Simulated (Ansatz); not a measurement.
GaN (model structure, started from the BeO type, P4₂/mnm, No. 136, 8 atoms in the cell)

These are PBEsol in Ansatz (PAW) values and carry that method's errors.

Numerical settings: plane-wave cutoff 520 eV, 6×6×10 k mesh (along the axes of the cell as run), Fermi–Dirac smearing 0.01 eV, scalar-relativistic PAW data made under PBE.

Cell (relaxed at this level):

```
CELL_PARAMETERS angstrom
      5.47006     0.00000     0.00000
      0.00000     5.47006     0.00000
      0.00000     0.00000     3.18300
ATOMIC_POSITIONS crystal
  Ga 0.32062 0.67938 0.00000
  Ga 0.67938 0.32062 0.00000
  Ga 0.82062 0.82062 0.50000
  Ga 0.17938 0.17938 0.50000
  N  0.31750 0.31750 0.00000
  N  0.68250 0.68250 0.00000
  N  0.18250 0.81750 0.50000
  N  0.81750 0.18250 0.50000
```

For GaN (model structure, started from the BeO type, P4₂/mnm, No. 136, 8 atoms in the cell), the band gap is 1.88 eV (on the SCF k mesh) and the bulk modulus comes out as 175 GPa.

Note: the bulk modulus is −V dP/dV from two relaxed cells at ±2 % in volume; the relaxation could raise the start's symmetry but not lower it, so the cell can be a saddle point.

Spin–orbit coupling is not included.

The computed numbers hold no vibrational or temperature effects.

It cost about 2.5 core-minutes (a rough figure) of CPU time.

A model structure was made by putting elements into a prototype or built by hand; it is no filed structure, need not be a known phase, and can be a saddle point held by its symmetry.

Ansatz is an electronic-structure program.
